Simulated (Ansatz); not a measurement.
In2Si2O7 (Fd-3m, No. 227, 22 atoms in the cell; start mp-19784) was calculated with r²SCAN+SOC in Ansatz (PAW).

Settings: plane-wave cutoff 560 eV, 6×6×6 k mesh, Fermi–Dirac smearing 0.01 eV, PAW data made under PBE.

Cell (relaxed with PBEsol):

In₂O₇Si₂ is modelled in the cubic space group Fd-3m, origin choice 1 (No. 227), Pearson symbol cF88. Cell: a = b = c = 9.447 Å, α = β = γ = 90.00°. In on 16d is coordinated by 2 O at 2.045 Å and 6 O at 2.374 Å. Si on 16c sees 6 O at 1.801 Å (octahedral). O1 on 48f has 2 Si at 1.801 Å and 2 In at 2.374 Å. O2 on 8b sees 4 In at 2.045 Å (tetrahedral). (Neighbours: up to the widest gap in distance over summed covalent radii, below 1.35, at either atom; cation-cation and far metal-metal contacts left out.)
(The calculation used a cell of 22 atoms; values per cell refer to that cell.)

Task: What does this level give for the band gap and smallest direct gap on the k points sampled?

Result: 
- band gap = 2.65 eV (indirect)
- smallest direct gap on the k points sampled = 3.12 eV

Note: cell and atoms aren't relaxed at this level (largest force component 0.09 eV/Å, pressure -1.4 GPa).

Computed values are for the static lattice.

A start named mp-… is a Materials Project structure, which need not be a measured phase.

Ansatz is a quantum-chemistry and plane-wave program.
